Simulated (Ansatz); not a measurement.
## What pressure 4.5 GPa does to HfSi2

The reference is HfSi$_{2}$ (space group Cmcm, No. 63; a = 3.683 Å, b = 14.598 Å, c = 3.658 Å).

One thing is altered: a hydrostatic pressure of 4.5 GPa.

Calculations: DFT with PBE, PAW potentials and a 420 eV plane-wave cutoff in Ansatz (a quantum-chemistry and plane-wave program), no SOC. k-mesh 13×13×13 (Γ-centred); smearing 0.05 eV (Fermi–Dirac).

| quantity | base | changed | shift |
|---|---|---|---|
| volume per atom | 16.39 Å³ | 15.85 Å³ | -0.54 Å³ |
| density | 7.93 g/cm³ | 8.19 g/cm³ | +0.268 g/cm³ |
| shortest interatomic distance | 2.421 Å | 2.407 Å | -0.014 Å |
| enthalpy H = E + PV relative to the base's energy | – | +0.45 eV/atom | – |
| band gap | zero | zero | – |

Load acts through the strain it causes; cell and atoms are relaxed under it. No phonon test of stability was made. The final runs are not spin-polarised.
